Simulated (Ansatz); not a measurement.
Structures of equal composition on the (0001) surface of hcp Ti: a pseudomorphic layer of Mo in the host's stacking; a pseudomorphic layer of Mo in the other hollow. The slabs share one bottom face, and each structure is named by its start. These are constructed structures in small cells; real faces may alloy, dewet or reconstruct in larger ones, and not all known structures of the face are among them. Slabs of about 12 Å with all that they carry, Fermi-Dirac smearing of 0.1 eV. Bottom of the slabs: a bare face, its two planes held. Relaxed from the named starts with such symmetry as they have, on meshes of like density; energies extrapolated to zero smearing; no spin-orbit coupling, no U. Spin-polarised runs, if any, are marked in brackets, and their order is one that fits the cell; the others ran without spin.

The numbers are results of PBE (plane waves to 420 eV, PAW; Ansatz, a program for electronic structure), not measurements.

### Question
Rank these by energy per 1x1 cell (lowest first), as PBE gives it.

### Answer
a pseudomorphic layer of Mo in the other hollow (0.000 eV), a pseudomorphic layer of Mo in the host's stacking (0.028 eV)
